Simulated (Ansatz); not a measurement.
SnS (Pnma), PBEsol, rigid bands (Ansatz, a program for electronic structure): N_c = 5.52e18 cm⁻³ at 300 K and an electron conductivity mass of 0.201 mₑ along z (a = (11.10, 0.00, 0.00) Å; b = (0.00, 3.98, 0.00) Å; c = (0.00, 0.00, 4.23) Å).

For 1e16 electrons per cm³ at 300 K, place the Fermi level, estimate the Seebeck coefficient of a parabolic band with constant τ, and give mobility and conductivity for τ = 5 fs.

The level lies k_BT ln(N_c/n) = 0.163 eV below the conduction-band minimum. S ≈ −(k_B/e)[ln(N_c/n) + 5/2] = -759 μV/K, against -792 μV/K from the full bands (mean over directions). μ = eτ/m = 43.8 cm²/(V·s) and σ = neμ = 0.0701 S/cm. τ is assumed, not computed.

Band transport and this doping are assumed; polarons and phonon drag are left out. Spin-orbit coupling is left out.
